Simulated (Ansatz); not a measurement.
## Response to strain in InPd

The reference is InPd in the CsCl type structure (space group Pm-3m, No. 221; relaxed with 0.1 eV smearing).

```
InPd
1.0
    3.24799     0.00000     0.00000
    0.00000     3.24799     0.00000
    0.00000     0.00000     3.24799
In Pd
1 1
Direct
  0.50000   0.50000   0.50000
  0.00000   0.00000   0.00000
```

Strains are applied to the cell and any free atomic positions relax.

Computed with DFT with PBEsol, PAW potentials and a 420 eV plane-wave cutoff in Ansatz (a quantum-chemistry and plane-wave program), no spin-orbit coupling.

| isotropic strain (%) | pressure (GPa) |
|---|---|
| -3 | 16.0 |
| -2 | 9.7 |
| -1.5 | 7.0 |
| -1 | 4.5 |
| -0.5 | ? |
| 0 | 0.0 |
| 0.5 | -1.9 |
| 1 | -3.7 |
| 2.5 | -8.1 |

Question: Fit P = P₀ − Bδ + Cδ² with δ = (1 + ε)³ − 1 to the rows shown and predict the withheld row.

Answer: Least squares on the printed values gives P₀ = 0.0 GPa, B = 140 GPa, C = 473 GPa (largest residual 0.2 GPa); this predicts 2.2 GPa, and the run gives 2.1 GPa, in agreement.

No phonon test of stability was made. All final runs are without spin polarisation.
